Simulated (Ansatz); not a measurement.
Input:

```yaml
crystal:
  lattice:
    - [4.54810, 0.00000, 0.00000]
    - [0.00000, 4.54810, 0.00000]
    - [0.00000, 0.00000, 2.95211]
  atoms:
    - { symbol: Ti, position: [0.00000, 0.00000, 0.00000] }
    - { symbol: Ti, position: [0.50000, 0.50000, 0.50000] }
    - { symbol: O, position: [0.30448, 0.30448, 0.00000] }
    - { symbol: O, position: [0.80448, 0.19552, 0.50000] }
    - { symbol: O, position: [0.19552, 0.80448, 0.50000] }
    - { symbol: O, position: [0.69552, 0.69552, 0.00000] }
```

No spin polarisation.

Calculations: Ansatz (a first-principles code) LDA, no spin-orbit coupling. Γ-centred 7×7×11 mesh, Fermi–Dirac width 0.05 eV.

### Question
Predict the gap character, electron mass, band gap and stress.

### Answer
- Gap character = direct at Γ
- Electron mass = 0.53 mₑ along z, 1.1 mₑ across (at Γ)
- Band gap = 1.83 eV
- Stress (xx, yy, zz, yz, xz, xy; compression positive) = (-2.05, -2.05, -6.11, 0.00, 0.00, 0.00) GPa

The cells carry an imposed strain or load. Effective masses come from finite differences of ±0.01 Å⁻¹. Stability against distortions was not tested. All final runs are without spin polarisation. The cell was made from TiO₂ in the rutile structure (space group P4_2/mnm, No. 136) by this change: uniaxial strain ε_zz = +1.20 %.
